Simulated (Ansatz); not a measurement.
The starting structures come from a database of crystals and need not be the phases stable at ambient conditions.

 Where the default PAW files enter, the runs use the earlier of Ansatz's two default sets.

```
BiVO4
1.0
    5.37160     0.00000     0.00000
    0.00000    12.05569     0.00000
    0.00000     0.00000     5.10886
V Bi O
4 4 16
Direct
  0.25000   0.60578   0.00000
  0.75000   0.39422   0.00000
  0.75000   0.89422   0.50000
  0.25000   0.10578   0.50000
  0.25000   0.88415   0.00000
  0.75000   0.11585   0.00000
  0.75000   0.61585   0.50000
  0.25000   0.38415   0.50000
  0.91886   0.96608   0.24408
  0.08114   0.03392   0.75592
  0.41886   0.53392   0.25592
  0.58114   0.46608   0.74408
  0.08114   0.53392   0.74408
  0.91886   0.46608   0.25592
  0.58114   0.96608   0.75592
  0.41886   0.03392   0.24408
  0.95609   0.80634   0.64935
  0.04391   0.19366   0.35065
  0.45609   0.69366   0.85065
  0.54391   0.30634   0.14935
  0.04391   0.69366   0.14935
  0.95609   0.30634   0.85065
  0.54391   0.80634   0.35065
  0.45609   0.19366   0.64935
```

Space group of this cell: Pbcn. The cell is taken as given; by r2SCAN its mean pressure is -7.7 GPa.

Transport runs along the normal of the first two printed cell vectors.

The gap is the functional's own. No spin-orbit coupling. Mid-gap values are interpolated on the energy grid.

Give the band gap and the smallest decay constant κ at mid-gap that r2SCAN run with Ansatz (a quantum-chemistry and plane-wave program) yields.

Gap 2.64 eV on a 6×4×6 mesh; κ = 0.285 1/Å, at the zone centre.
